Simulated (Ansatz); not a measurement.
Reference: Lu (P6_3/mmc), PBEsol, DFPT electron-phonon coupling, linearised Boltzmann equation (plane waves, PAW, scalar-relativistic; Ansatz, a quantum-chemistry and plane-wave program); geometry: relaxed with this functional, without spin-orbit coupling.

```xyz
2
Lattice="3.4423 0.0000 0.0000 -1.7212 2.9811 0.0000 0.0000 0.0000 5.3431" Properties=species:S:1:pos:R:3 pbc="T T T"
Lu     0.0000     1.9874     1.3358
Lu     1.7212     0.9937     4.0073
```

* **resistivity at 300 K**: 43 μΩ·cm
* **mean free path at 300 K**: 2.8 nm
* **electron-phonon coupling λ**: 0.57
* **logarithmic mean phonon energy**: 9.0 meV

Question: Replace Lu by Re on the same sites and relax. What happens?

Answer: Re (P6_3/mmc): volume per atom 27.4 to 14.6 Å³; resistivity at 300 K falls (43 μΩ·cm to 12.6 μΩ·cm); mean free path at 300 K rises (2.8 nm to 5.6 nm); electron-phonon coupling λ rises (0.57 to 0.68); logarithmic mean phonon energy rises (9.0 meV to 15.4 meV).

Question: Swap Lu for Os, keeping the structure type. How do these values move?

Answer: Os (P6_3/mmc): volume per atom 27.4 to 13.9 Å³; resistivity at 300 K falls (43 μΩ·cm to 7.2 μΩ·cm); mean free path at 300 K rises (2.8 nm to 8.7 nm); electron-phonon coupling λ falls (0.57 to 0.41); logarithmic mean phonon energy rises (9.0 meV to 20 meV).

Question: Replace Lu by Hf on the same sites and relax. What happens?

Answer: Hf (P6_3/mmc): volume per atom 27.4 to 21.6 Å³; resistivity at 300 K falls (43 μΩ·cm to 30 μΩ·cm); mean free path at 300 K rises (2.8 nm to 5.1 nm); electron-phonon coupling λ falls (0.57 to 0.41); logarithmic mean phonon energy rises (9.0 meV to 10.9 meV).

Moves up to 7 % count as about the same. Metals; harmonic phonons alone scatter; means over directions. The mean free path is weighted by the current that each state carries. Halving the electron mesh moves these values by up to 5 %; q meshes are mostly untested. Some of the runs warned that the eigensolver left states short of its tolerance. Spin-orbit coupling is left out.

The missing spin-orbit coupling matters most for Hf (P6_3/mmc), Lu (P6_3/mmc), Os (P6_3/mmc), Re (P6_3/mmc).
